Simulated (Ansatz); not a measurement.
# A computed series for AlN: pressure series

The reference is AlN in the wurtzite structure (space group P6_3mc, No. 186; a = 3.130 Å, c = 5.017 Å).

Cell and atoms are relaxed at each pressure.

Computed with Kohn–Sham DFT with the PBE functional, run in Ansatz (a quantum-chemistry and plane-wave program) with PAW and 420 eV plane waves, scalar-relativistic without spin-orbit coupling, earlier PAW set.

Candidates:
(a) pressure 0.9 GPa
(b) pressure 2.1 GPa
(c) pressure −1 GPa
(d) pressure −2 GPa
(e) pressure 15 GPa

For the base:

The band gap is 4.04 eV.

Problem. Order them by band gap, highest first.

Solution. (e) pressure 15 GPa (4.60 eV), (b) pressure 2.1 GPa (4.13 eV), (a) pressure 0.9 GPa (4.08 eV), (c) pressure −1 GPa (3.99 eV), (d) pressure −2 GPa (3.95 eV)

Load acts through the strain it causes; cell and atoms are relaxed under it. Whether these cells are dynamically stable was not tested. Measured, AlN leaves this structure (for rock salt) near 14 GPa (temperature not stated; as listed in Datta, Sujoy, Jana, Debnarayan, arXiv (2020)), on rising pressure, with hysteresis.
